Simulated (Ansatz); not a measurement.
The starting structures come from a database of crystals and need not be the phases stable at ambient conditions.

Inside the gap of an insulator the Bloch states are evanescent, with a wavenumber k + iκ along the transport direction.

Data:

```
HfO2
1.0
    4.81353     0.00000     0.00000
    0.00000     4.81353     0.00000
    0.00000     0.00000     3.10926
Hf O
2 4
Cartesian
  0.00000   0.00000   0.00000
  2.40677   2.40677   1.55463
  3.87508   0.93845   1.55463
  0.93845   3.87508   1.55463
  1.46832   1.46832   0.00000
  3.34521   3.34521   0.00000
```

Space group of this cell: P4_2/mnm, rutile. The cell is strained (lengths along the current scaled by 0.97, ions clamped); by r2SCAN its mean pressure is 13.3 GPa.

Transport runs along the normal of the first two printed cell vectors, the (001) (indices of the unstrained crystal) plane of the conventional cell.

The gap is the functional's own, uncorrected, and κ follows it; spin-orbit coupling is left out. Mid-gap values are interpolated between the computed energies.

Q: Estimate the band gap and the smallest decay constant κ at mid-gap that r2SCAN run with Ansatz (an electronic-structure program) returns for this system.

A: Gap 4.70 eV on a 6×6×10 mesh; κ = 0.353 1/Å, at the zone centre.
